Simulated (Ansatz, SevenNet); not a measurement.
For BAs (model structure, started from the WC type, P-6m2, No. 187, 2 atoms in the cell), the machine-learned potential SevenNet-0 (trained on PBE and PBE+U data) gives:

- lattice constant a: 3.184 Å
- lattice parameter c: 2.856 Å

**Question.** What does r²SCAN+rVV10 (plane waves, PAW; Ansatz, a first-principles code) give for the same quantities?

**Answer.** 
- lattice constant a: 3.181 Å (drops by 0.1 %)
- lattice parameter c: 2.881 Å (increases by 0.9 %)

Changes are worked out from the printed values.

Unless a cell is named, each level is at its own relaxed cell (SevenNet-0 12.54, r²SCAN+rVV10 12.62 Å³/atom).

Ansatz's density-functional and Hartree–Fock values are scalar-relativistic unless marked +SOC, with PAW data made under PBE.

A model structure was made by putting elements into a prototype or built by hand; it is no filed structure, need not be a known phase, and can be a saddle point held by its symmetry.
